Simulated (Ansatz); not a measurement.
# MgRh in the CsCl type structure (space group Pm-3m, No. 221)

```yaml
crystal:
  lattice:
    - [3.08264, 0.00000, 0.00000]
    - [0.00000, 3.08264, 0.00000]
    - [0.00000, 0.00000, 3.08264]
  atoms:
    - { symbol: Mg, position: [0.00000, 0.00000, 0.00000] }
    - { symbol: Rh, position: [0.50000, 0.50000, 0.50000] }
```

All numbers come from Ansatz (an electronic-structure program) PBEsol, no spin-orbit coupling. Settings: 15×15×15 k-points, 0.05 eV Fermi–Dirac smearing.

```json
{
  "volume_per_atom": "14.65 Å³",
  "density": "7.21 g/cm³",
  "band_gap": "zero",
  "total_energy": "-4125.780 eV/atom (σ→0; compares only within this code and set-up)"
}
```

No phonon test of stability was made. The final runs are not spin-polarised.
